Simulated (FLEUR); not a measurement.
## Convergence study of the k-point mesh at a smearing width of 0.02 eV for Li (Im-3m, 1 atom in the cell)

```xyz
1
Lattice="-1.7502 1.7502 1.7502 1.7502 -1.7502 1.7502 1.7502 1.7502 -1.7502" Properties=species:S:1:pos:R:3 pbc="T T T"
Li     0.0000     0.0000     0.0000
```

Method of the run: FLEUR with PBEsol, all-electron FLAPW (FLEUR), scalar-relativistic valence.

Base settings: Kmax = 3.8 1/bohr; GmaxXC = 15.2 1/bohr; xcFunctional = PBEs; jspins = 1; l_soc = F; mode = hist; fermiSmearingEnergy = 0.00367493 Htr; mesh (inpgen div1-3) = 9 9 9; inpgen gamma flag = false; Gmax = 15.2 1/bohr.

In this ladder: fermiSmearingEnergy = 0.00073499 Htr. Moved along: kpt_gamma.

Only quantities that move along the ladder and can be compared are tabulated.

The starting cell has typed, rounded lattice constants, without a prior relaxation at this level. Its lattice was rescaled by up to half a per cent. Values depend on the basis (sphere radii, cutoffs, local orbitals), which need not be converged.

Steps (kpt_div): 5 5 5; 7 7 7; 8 8 8; 10 10 10; 12 12 12; 14 14 14; 17 17 17; 21 21 21; 26 26 26; 31 31 31.

Question: What is the coarsest kpt_div that holds the free energy within 1 meV/atom of the last step, with all finer ones?

Answer: 21 21 21; the step before is off by 1.3 meV/atom.

| kpt_div | free energy less the last step's (meV/atom) |
|---|---|
| 5 5 5 | 8.07 |
| 7 7 7 | -0.91 |
| 8 8 8 | 11.85 |
| 10 10 10 | 7.73 |
| 12 12 12 | 4.72 |
| 14 14 14 | 1.77 |
| 17 17 17 | 1.32 |
| 21 21 21 | 0.47 |
| 26 26 26 | -0.25 |
| 31 31 31 | 0.00 |

Left out of this page: 1 run of the series failed or unconverged.
